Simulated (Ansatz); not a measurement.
The reference is HgS in the zinc blende structure (space group F-43m, No. 216; a = 5.876 Å). Axes: x, y, z lie along the cube axes.

The values are results of Kohn–Sham DFT with the PBEsol functional, run in Ansatz (a program for electronic structure) with PAW and 420 eV plane waves, no spin-orbit coupling, not measurements.

Modification: every lattice vector is shortened by 3.00 %, atoms relaxed at fixed cell.

Q: Predict the stress tensor and what it implies for the stiffness.

A: Stress of the strained cell less that of the base (GPa, compression positive):
```
    6.9     0.0     0.0
    0.0     6.9     0.0
    0.0     0.0     6.9
```

Then B = −ΔP/(ΔV/V₀) with ΔV/V₀ = -0.0873 gives secant stiffness values (nonlinear terms included at this strain): B ≈ 79 GPa.

As a check, the harmonic strain energy −½ V₀ Δσ:ε is 49 meV/atom; the computed energy rise is 44 meV/atom.

The mesh was chosen for an insulator and is coarse for the gapless case. Whether these cells are dynamically stable was not tested. All final runs are without spin polarisation.
